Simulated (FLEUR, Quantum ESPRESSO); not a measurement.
A Quantum ESPRESSO input for a self-consistent single point of SiNi (Pmmn, 4 atoms in the cell) (DFT, PBEsol, plane waves, PSlibrary PAW (PBE) pseudopotentials):

```fortran
&control
 calculation = 'scf'
 prefix = 'run'
 outdir = './work'
 pseudo_dir = './'
 verbosity = 'high'
 tprnfor = .true.
 tstress = .true.
/
&system
 ibrav = 0
 nat = 4
 ntyp = 2
 ecutwfc = 50
 ecutrho = 300
 occupations = 'smearing'
 smearing = 'fermi-dirac'
 degauss = 0.0036749
 input_dft = 'pbesol'
/
&electrons
 conv_thr = 1.0d-10
/
ATOMIC_SPECIES
Si    28.0850  Si.pbe-n-kjpaw_psl.1.0.0.UPF
Ni    58.6934  Ni.pbe-n-kjpaw_psl.1.0.0.UPF
ATOMIC_POSITIONS alat
Si    0.0000000000    0.0000000000    0.2493245206
Si    0.5000000000    0.5573540417    1.3401471140
Ni    0.0000000000    0.0000000000    1.0450775997
Ni    0.5000000000    0.5573540417    0.5443940349
K_POINTS automatic
8 7 5  0 0 0
CELL_PARAMETERS bohr
   5.5804935268     0.0000000000     0.0000000000
   0.0000000000     6.2206212440     0.0000000000
   0.0000000000     0.0000000000     8.8700361680
```

### Question
Write the same calculation as an input for FLEUR.

### Answer
This is the input that was run; spellings and numerical settings could be chosen otherwise.

Input of the input generator:

```
SiNi crystal
&input film=f /
5.5804935268 0.0000000000 0.0000000000
0.0000000000 6.2206212440 0.0000000000
0.0000000000 0.0000000000 8.8700361680
1.0
1.0 1.0 1.0

4
14 0.0000000000 0.0000000000 0.1568600000
14 0.5000000000 0.5000000000 0.8431400000
28 0.0000000000 0.0000000000 0.6575000000
28 0.5000000000 0.5000000000 0.3425000000

&comp jspins=1 /
&exco xctyp='PBEs' /
&kpt div1=8 div2=7 div3=5 gamma=t /
&end /
```

```xml
<?xml version="1.0" encoding="UTF-8" standalone="no"?>
<fleurInput fleurInputVersion="0.39">
   <comment>
      SiNi crystal                                                                                        
   </comment>
   <calculationSetup>
      <cutoffs Kmax="4.3" Gmax="12.9" GmaxXC="12.9" numbands="0"/>
      <scfLoop itmax="60" minDistance="0.00001" maxIterBroyd="40" imix="Anderson" alpha="0.05" precondParam="0.0" spinf="2.0"/>
      <coreElectrons ctail="T" frcor="F" kcrel="0" coretail_lmax="0"/>
      <xcFunctional name="PBEs" relativisticCorrections="F"/>
      <magnetism jspins="1"/>
      <soc l_soc="F" theta="0.0" phi="0.0" spav="F"/>
      <expertModes spex="0" secvar="F"/>
      <geometryOptimization l_f="T" forcealpha="1.0" forcemix="BFGS" epsdisp="0.00001" epsforce="0.00001"/>
      <ldaU l_linMix="F" mixParam="0.05" spinf="1.0"/>
   </calculationSetup>
   <cell>
      <bzIntegration valenceElectrons="40.0" mode="hist" fermiSmearingEnergy="0.00183747">
         <kPointListSelection listName="default-1"/>
         <!-- k-points included here -->
         <xi:include xmlns:xi="http://www.w3.org/2001/XInclude" href="kpts.xml"> </xi:include>
      </bzIntegration>
      <!-- symmetry operations included here -->
      <xi:include xmlns:xi="http://www.w3.org/2001/XInclude" href="sym.xml"> </xi:include>
      <bulkLattice scale="1.0">
         <bravaisMatrix>
            <row-1>    5.5804935267999998     0.0000000000000000     0.0000000000000000</row-1>
            <row-2>    0.0000000000000000     6.2206212440000002     0.0000000000000000</row-2>
            <row-3>    0.0000000000000000     0.0000000000000000     8.8700361680000004</row-3>
         </bravaisMatrix>
      </bulkLattice>
   </cell>
   <atomSpecies>
      <species name="Silicon (Si)" element="Si" atomicNumber="14">
         <mtSphere radius="1.63" gridPoints="563" logIncrement="0.02"/>
         <atomicCutoffs lmax="6" lnonsphr="4"/>
         <electronConfig flipSpins="F">
            <coreConfig>(1s1/2) (2s1/2) (2p1/2) (2p3/2)</coreConfig>
            <valenceConfig>(3s1/2) (3p1/2) (3p3/2)</valenceConfig>
            <stateOccupation state="(3p1/2)" spinUp="0.3333333333333" spinDown="0.3333333333333"/>
            <stateOccupation state="(3p3/2)" spinUp="0.6666666666667" spinDown="0.6666666666667"/>
         </electronConfig>
         <energyParameters s="3" p="3" d="3" f="4"/>
      </species>
      <species name="Nickel (Ni)" element="Ni" atomicNumber="28">
         <mtSphere radius="2.35" gridPoints="811" logIncrement="0.015"/>
         <atomicCutoffs lmax="10" lnonsphr="8"/>
         <electronConfig flipSpins="F">
            <coreConfig>(1s1/2) (2s1/2) (2p1/2) (2p3/2) (3s1/2)</coreConfig>
            <valenceConfig>(3p1/2) (3p3/2) (4s1/2) (3d3/2) (3d5/2)</valenceConfig>
            <stateOccupation state="(3d3/2)" spinUp="1.6" spinDown="1.6"/>
            <stateOccupation state="(3d5/2)" spinUp="2.4" spinDown="2.4"/>
         </electronConfig>
         <energyParameters s="4" p="4" d="3" f="4"/>
         <lo type="SCLO" l="1" n="3" eDeriv="0"/>
      </species>
   </atomSpecies>
   <atomGroups>
      <atomGroup species="Silicon (Si)">
         <relPos label="                   1">-1.000/4.000 -1.000/4.000 .1568600000</relPos>
         <relPos label="                   2">1.000/4.000 1.000/4.000 -.1568600000</relPos>
         <force calculate="T" relaxXYZ="TTT"/>
      </atomGroup>
      <atomGroup species="Nickel (Ni)">
         <relPos label="                   3">-1.000/4.000 -1.000/4.000 -.3425000000</relPos>
         <relPos label="                   4">1.000/4.000 1.000/4.000 .3425000000</relPos>
         <force calculate="T" relaxXYZ="TTT"/>
      </atomGroup>
   </atomGroups>
   <output dos="F" band="F" slice="F">
      <checks vchk="F" cdinf="F"/>
      <bandDOS minEnergy="-.5*Htr" maxEnergy="0.5*Htr" sigma="0.015" storeEVData="T"/>
      <vacuumDOS vacdos="F" integ="F" star="F" nstars="0" locx1="0.0" locy1="0.0" locx2="0.0" locy2="0.0" nstm="0" tworkf="0.0"/>
      <unfoldingBand unfoldBand="F" supercellX="1" supercellY="1" supercellZ="1"/>
      <plotting iplot="0" polar="F">
         <plot TwoD="T" vec1="  1.0  0.0  0.0" vec2="  0.0  1.0  0.0" vec3="  0.0  0.0  1.0" zero="  0.0  0.0  0.0" file="plot"/>
      </plotting>
      <chargeDensitySlicing numkpt="0" minEigenval="0.0" maxEigenval="0.0" nnne="0" pallst="F"/>
      <specialOutput eonly="F"/>
      <magneticCircularDichroism mcd="F" energyLo="-10.0" energyUp="0.0"/>
   </output>
  <!-- We include the file relax.xml here to enable relaxations (see documentation) -->
  <xi:include xmlns:xi="http://www.w3.org/2001/XInclude" href="relax.xml"> <xi:fallback/> </xi:include>
</fleurInput>
```

Basis settings and potentials, where a program has them, do not carry over. This input uses DFT, PBEsol, all-electron FLAPW (FLEUR), scalar-relativistic valence.

The starting cell comes from a database of computed structures (which also holds hypothetical and non-ambient phases and stackings), without a prior relaxation at this level. Its lattice was rescaled by a random factor within 2.5 % of one.
